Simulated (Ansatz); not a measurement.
# MoSi2 (P6₂22, No. 180, 9 atoms in the cell; start mp-8938; a measured phase of this formula has another space group)

Method: r²SCAN-D4 in Ansatz (PAW).

Run with plane-wave cutoff 500 eV, 12×12×6 k mesh (along the axes of the cell as run), Fermi–Dirac smearing 0.05 eV, no spin polarisation, scalar-relativistic PAW data made under PBE.

Cell (relaxed at this level):

```cif
data_Mo3Si6
_chemical_formula_sum 'Si6 Mo3'
_space_group_name_H-M_alt 'P6222'
_space_group_IT_number 180
_space_group_name_Hall 'P 62 2 (0 0 4)'
_cell_length_a 4.56936
_cell_length_b 4.56936
_cell_length_c 6.55978
_cell_angle_alpha 90.000
_cell_angle_beta 90.000
_cell_angle_gamma 120.000
loop_
_atom_site_label
_atom_site_type_symbol
_atom_site_symmetry_multiplicity
_atom_site_Wyckoff_symbol
_atom_site_fract_x
_atom_site_fract_y
_atom_site_fract_z
_atom_site_occupancy
Si1 Si 6 j 0.32772 0.16386 0.16667 1
Mo1 Mo 3 d 0.50000 0.00000 0.50000 1
```

```
Quantity                       Result
--------  ---------------------------
band gap  0.15 eV (on the SCF k mesh)
```

Note: the relaxation could not lower the start's symmetry, so the cell can be a saddle point above a distorted one.

Spin–orbit coupling is not included.

The computed numbers hold no vibrational or temperature effects.

It cost about 7 core-minutes (a rough figure) of CPU time.

A start named mp-… is a Materials Project structure, which need not be a measured phase.

Ansatz is a quantum-chemistry and plane-wave program.
